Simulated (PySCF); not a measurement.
PySCF 2.14.0, unrestricted R2SCAN/def2-svp, df: Bi(F)3 cation ([F][Bi]([F])[F]), charge +1, multiplicity 2, 4 atoms. The geometry is a generated start, not checked to be a minimum at this level.

- task: energy
- method: r2scan
- basis: def2-svp
- two-electron scheme: density fitting
- mol.max_memory: 3000 MB
- mf.max_cycle: 100
- mf.init_guess: minao (default)
- mf.DIIS: CDIIS (default)
- mf.conv_tol: 1e-09 (default)
- mf.grids.level: 3 (default)
- effective core potentials: those of the basis set, past Kr
- basis functions: 68
- grid points: 66232

```xyz
4

Bi     0.0102    -0.0038     0.8348
F     -1.3488    -1.0164    -0.2679
F     -0.2206     1.6715    -0.2750
F      1.5592    -0.6513    -0.2919
```

Charge 1 and multiplicity 2 are set for this test and not shown to be the ground state.

One run each on 2 threads, 1 BLAS thread. Values of diis_space tried: 3, 5, 8 (default), 12, 20.

Problem. How does the count of Fock builds change with diis_space, and where is it least?

Solution. Fewest Fock builds, within one of each other: 8 (default) with 19, 12 with 19, 20 with 19. The run ends without SCF convergence in 100 cycles at 3, 5.

| diis_space | Fock builds | end |
|---|---|---|
| 3 | 101 | no convergence |
| 5 | 27 | no convergence |
| 8 (default) | 19 | same solution |
| 12 | 19 | same solution |
| 20 | 19 | same solution |
